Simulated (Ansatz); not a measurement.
What pressure 9 GPa does to Al2O3

The reference is Al$_{2}$O$_{3}$ in the corundum structure (space group R-3c, No. 167; a = 4.774 Å, c = 13.015 Å (hexagonal axes)).

One thing is altered: cell and atoms relaxed at a pressure of 9 GPa.

Computed with DFT with PBEsol, PAW potentials and a 420 eV plane-wave cutoff in Ansatz (an electronic-structure program), scalar-relativistic without spin-orbit coupling. Settings: 8×8×8 k-points, 0.05 eV Fermi–Dirac smearing.

```csv
quantity,base,changed,shift
volume per atom,8.56 Å³,8.27 Å³,-0.29 Å³
density,3.96 g/cm³,4.09 g/cm³,+0.140 g/cm³
lattice parameter a,4.774 Å,4.721 Å,-0.053 Å
c/a ratio,2.726,2.723,-0.0037
enthalpy H = E + PV relative to the base's energy,–,+0.47 eV/atom,–
band gap,6.03 eV,6.45 eV,+0.42 eV
gap character,direct at Γ,direct at Γ,–
mean gap deformation potential ΔEg/Δln V,–,-12.0 eV,–
width of the top valence band,0.63 eV,0.69 eV,+0.06 eV
electron mass,"0.40 mₑ along c, 0.37 mₑ across (at Γ)","0.42 mₑ along c, 0.38 mₑ across (at Γ)",–
"valence-band top at Γ (three highest levels, from the VBM)","0.00, -0.04, -0.04 eV","0.00, -0.07, -0.07 eV",–
```

Cost of the whole job for the changed cell (relaxation, final SCF and bands): roughly 28 core-seconds.

Load acts through the strain it causes; cell and atoms are relaxed under it. Effective masses come from finite differences of ±0.01 Å⁻¹. Whether these cells are dynamically stable was not tested. Competing high-pressure phases were not computed.
